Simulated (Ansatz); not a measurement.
A series of runs on LaFe₂P₂ (I4/mmm, 5 atoms in the cell)

```
La(FeP)2
1.0
   -1.90557     1.90557     5.54693
    1.90557    -1.90557     5.54693
    1.90557     1.90557    -5.54693
La Fe P
1 2 2
Direct
  0.00000   0.00000   0.00000
  0.75000   0.25000   0.50000
  0.25000   0.75000   0.50000
  0.65226   0.65226   0.00000
  0.34774   0.34774   0.00000
```

Base run A: r2SCAN, default PAW files made with PBE run with Ansatz (an electronic-structure program), self-consistent single point.

Its settings: basis.ecutwfc = 500 eV; kpoints.mp_grid.grid = 9 9 9; hamiltonian.xc = r2scan; hamiltonian.pseudopotentials = {kind: paw} (the program's default PAW files); scf.occupations.method = methfessel_paxton; scf.occupations.width = 0.1 eV.

The starting cell comes from a database of computed structures (which also holds hypothetical and non-ambient phases and stackings), without a prior relaxation at this level. Its lattice was rescaled by a random factor within 2.5 % of one. Spin polarisation is off; with an odd number of electrons in the cell that forces a metal, and a magnetic state may lie lower. Ansatz's pressure includes its estimate of the finite-basis (Pulay) stress.

ΔF is the free energy per atom less that of run A. 

```json
[
 {"run": "A", "scf.mixing.algorithm, scf.mixing.beta": "default (the program chose MSR1), default", "ΔF (meV/atom)": "0.00", "pressure (GPa)": "-2.78", "largest force (eV/Å)": "0.177", "iterations": "10"},
 {"run": "B", "scf.mixing.algorithm, scf.mixing.beta": "anderson, 0.02", "ΔF (meV/atom)": "0.00", "pressure (GPa)": "-2.78", "largest force (eV/Å)": "0.177", "iterations": "31"},
 {"run": "C", "scf.mixing.algorithm, scf.mixing.beta": "anderson, 0.05", "ΔF (meV/atom)": "0.00", "pressure (GPa)": "-2.78", "largest force (eV/Å)": "0.177", "iterations": "21"},
 {"run": "D", "scf.mixing.algorithm, scf.mixing.beta": "anderson, 0.1", "ΔF (meV/atom)": "0.00", "pressure (GPa)": "-2.78", "largest force (eV/Å)": "0.177", "iterations": "18"},
 {"run": "E", "scf.mixing.algorithm, scf.mixing.beta": "anderson, 0.2", "ΔF (meV/atom)": "0.00", "pressure (GPa)": "-2.78", "largest force (eV/Å)": "0.177", "iterations": "15"},
 {"run": "F", "scf.mixing.algorithm, scf.mixing.beta": "anderson, 0.3", "ΔF (meV/atom)": "0.00", "pressure (GPa)": "-2.78", "largest force (eV/Å)": "0.177", "iterations": "13"},
 {"run": "G", "scf.mixing.algorithm, scf.mixing.beta": "anderson, 0.5", "ΔF (meV/atom)": "0.00", "pressure (GPa)": "-2.78", "largest force (eV/Å)": "0.177", "iterations": "12"},
 {"run": "H", "scf.mixing.algorithm, scf.mixing.beta": "anderson, 0.7", "ΔF (meV/atom)": "0.00", "pressure (GPa)": "-2.78", "largest force (eV/Å)": "0.177", "iterations": "11"},
 {"run": "I", "scf.mixing.algorithm, scf.mixing.beta": "anderson, 0.9", "ΔF (meV/atom)": "0.00", "pressure (GPa)": "-2.78", "largest force (eV/Å)": "0.177", "iterations": "10"},
 {"run": "J", "scf.mixing.algorithm, scf.mixing.beta": "anderson, 1", "ΔF (meV/atom)": "0.00", "pressure (GPa)": "-2.78", "largest force (eV/Å)": "0.177", "iterations": "11"}
]
```

Runs B, C, D, E, F, G, H, I, J reached the same state as A (within 1 meV/atom). The fewest iterations to that state were 10 (A, I); the most were 31.

Keys are those of Ansatz 0.2.
